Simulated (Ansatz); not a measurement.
# Response to strain in Be3N2

The parent structure is Be3N2 (space group P6_3/mmc, No. 194; a = 2.837 Å, c = 9.710 Å; a cell from a computed database, its experimental status unchecked). Axes: x lies along a and z along c of the hexagonal cell.

Strains are applied to the cell and any free atomic positions relax; under biaxial strain the out-of-plane vector relaxes too.

Computed with PBEsol (Ansatz, a quantum-chemistry and plane-wave program; PAW; 420 eV plane waves; no spin-orbit coupling).

Notes on the quantities. pressure: mean of the normal stresses, compression positive.

```tsv
case	smallest direct gap	pressure	width of the top valence band	band gap	volume per atom
base	4.65 eV	0.00 GPa	1.75 eV	3.25 eV	6.77 Å³
biaxial strain −2.71 %, plane normal [001], relaxed out of plane	4.66 eV	12.07 GPa	1.92 eV	3.07 eV	6.47 Å³
biaxial strain +3.45 %, plane normal [001], relaxed out of plane	…	…	…	…	…
isotropic strain −0.92 %	4.73 eV	6.37 GPa	1.80 eV	3.28 eV	6.58 Å³
```

**Question.** Complete the table.

**Answer.** 
- biaxial strain +3.45 %, plane normal [001], relaxed out of plane, smallest direct gap: 4.41 eV
- biaxial strain +3.45 %, plane normal [001], relaxed out of plane, pressure: -11.35 GPa
- biaxial strain +3.45 %, plane normal [001], relaxed out of plane, width of the top valence band: 1.58 eV
- biaxial strain +3.45 %, plane normal [001], relaxed out of plane, band gap: 3.38 eV
- biaxial strain +3.45 %, plane normal [001], relaxed out of plane, volume per atom: 7.16 Å³

No phonon test of stability was made.
